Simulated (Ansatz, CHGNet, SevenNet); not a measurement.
**Bi2S3 (model structure, started from the A-La2O3 type, P-3m1, No. 164, 5 atoms in the cell): properties by level of theory**

| level (code) | equilibrium lattice constant a (Å) | lattice parameter c (Å) |
|---|---|---|
| CHGNet 0.3.0 | ? | 7.009 |
| CHGNet-r²SCAN | ? | ? |
| SevenNet-l3i5 | 4.061 | 11.021 |
| LDA (Ansatz) | ? | ? |
| PBEsol (Ansatz) | 3.996 | 9.557 |

### Question
Some entries are withheld; supply them.

### Answer

- CHGNet 0.3.0, equilibrium lattice constant a (Å): 4.541
- CHGNet-r²SCAN, equilibrium lattice constant a (Å): 4.576
- CHGNet-r²SCAN, lattice parameter c (Å): 6.848
- LDA (Ansatz, a first-principles code), equilibrium lattice constant a (Å): 3.969
- LDA (Ansatz), lattice parameter c (Å): 9.239

Caveats: the cell has another shape than the first-principles one, perhaps another minimum in the same group (CHGNet 0.3.0, CHGNet-r²SCAN, SevenNet-l3i5); the cell moved over 20 % in volume from its start (SevenNet-l3i5). Ansatz's density-functional and Hartree–Fock values are scalar-relativistic unless marked +SOC, with PAW data made under PBE.

Static lattice: no zero-point or thermal effects.

A model structure was made by putting elements into a prototype or built by hand; it is no filed structure, need not be a known phase, and can be a saddle point held by its symmetry.
